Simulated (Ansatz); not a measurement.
The starting structures come from a database of crystals and need not be the phases stable at ambient conditions.

 Where the default PAW files enter, the runs use the earlier of Ansatz's two default sets.

Given:

```xyz
10
Lattice="5.2458 0.0000 0.0000 2.6229 4.5430 0.0000 2.6229 1.5143 4.6849" Properties=species:S:1:pos:R:3 pbc="T T T"
Li     7.8687     4.5430     3.8858
Li     2.6229     1.5143     1.6970
Zr     7.8687     4.5430     0.0121
Te     5.2458     3.0287     2.2898
O      6.8705     2.8549     3.3256
O      4.2830     1.7086     3.3256
O      4.5840     4.5225     3.3256
O      6.1035     4.3178     1.0826
O      5.9334     1.6413     1.0826
O      3.7006     3.1269     1.0826
```

Space group of this cell: R3. The cell is taken as given; by PBEsol its mean pressure is -6.5 GPa.

Transport runs along the normal of the first two printed cell vectors, the (001) plane of the conventional cell.

The gap is the functional's own, uncorrected, and κ follows it; spin-orbit coupling is left out. Mid-gap values are interpolated between the computed energies.

**Question.** Predict the band gap and the smallest decay constant κ at mid-gap from PBEsol (Ansatz, a quantum-chemistry and plane-wave program).

**Answer.** Gap 2.79 eV on a 8×8×8 mesh; κ = 0.330 1/Å, at the zone centre.
